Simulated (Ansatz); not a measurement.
# Mo: response to strain

Start from Mo in the bcc (W type) structure (space group Im-3m, No. 229; relaxed with 0.1 eV smearing).

```
Mo
1.0
   -1.56498     1.56498     1.56498
    1.56498    -1.56498     1.56498
    1.56498     1.56498    -1.56498
Mo
1
Direct
  0.00000   0.00000   0.00000
```

Cartesian axes are those of the cell as printed.

Strains are applied to the cell and any free atomic positions relax; under biaxial strain the out-of-plane vector relaxes too; under stress the whole cell relaxes.

All numbers come from Ansatz (an electronic-structure program), PBEsol, PAW, cutoff 420 eV, scalar-relativistic without spin-orbit coupling.

Notes on the quantities. pressure: mean of the normal stresses, compression positive; energy relative to the base: free energy F.

```csv
case,pressure,space group,volume per atom,energy relative to the base
base,0.0 GPa,Im-3m (No. 229),15.33 Å³,0 meV/atom
"biaxial strain +0.35 %, plane normal [001], relaxed out of plane",-1.3 GPa,I4/mmm (No. 139),15.40 Å³,+0.6 meV/atom
"biaxial strain +1.04 %, plane normal [001], relaxed out of plane",-3.6 GPa,I4/mmm (No. 139),15.54 Å³,+5.5 meV/atom
isotropic strain +1.10 %,-8.6 GPa,Im-3m (No. 229),15.84 Å³,+14 meV/atom
"uniaxial stress, 3 GPa tension along z",–,I4/mmm (No. 139),15.39 Å³,+1.1 meV/atom
```

Stability under load was not tested beyond the relaxation. All final runs are without spin polarisation.
